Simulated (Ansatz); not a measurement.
An Ansatz (a first-principles code) input (Ansatz r2SCAN, no SOC):

Ansatz 0.2 input:
```yaml
crystal:
  lattice:
    - [-2.7646978623, 2.7646978623, 5.263834945]
    - [2.7646978623, -2.7646978623, 5.263834945]
    - [2.7646978623, 2.7646978623, -5.263834945]
  atoms:
    - { symbol: Ca, position: [0.75, 0.75, 0] }
    - { symbol: Ca, position: [0.25, 0.25, 0] }
    - { symbol: Pd, position: [0, 0.5, 0.5] }
    - { symbol: Pd, position: [0.5, 0, 0.5] }
    - { symbol: F, position: [0.9593952573, 0.4593952573, 0.1468069284] }
    - { symbol: F, position: [0.0406047427, 0.5406047427, 0.8531930716] }
    - { symbol: F, position: [0.4593952573, 0.3125883289, 0.5] }
    - { symbol: F, position: [0.5406047427, 0.6874116711, 0.5] }
    - { symbol: F, position: [0.3125883289, 0.8125883289, 0.8531930716] }
    - { symbol: F, position: [0.6874116711, 0.1874116711, 0.1468069284] }
    - { symbol: F, position: [0.8125883289, 0.9593952573, 0.5] }
    - { symbol: F, position: [0.1874116711, 0.0406047427, 0.5] }
basis: { ecutwfc: 500, ecutrho_ratio: 4, xc_grid: 4, fft_grid_basis: typed }
kpoints: { mp_grid: { grid: [7, 7, 7] } }
hamiltonian:
  xc: r2scan
  dispersion: none
  pseudopotentials: { kind: paw }
scf: { occupations: { method: fermi_dirac, width: 0.05 }, convergence: { dr2_threshold: 0.0000000012 } }
output: { forces: true, stress: true }
```

Task: Which symmetry and how many k-points will the program report, and about how many plane waves at Γ?

Result: Space group I4/mcm (ITA 140) with 16 operations, k-points 40 of 343, and 4091 plane waves at Γ.

No phonon test of stability was made. The cell is CaPdF4 (space group I4/mcm, No. 140; a cell from a computed database, its experimental status unchecked).
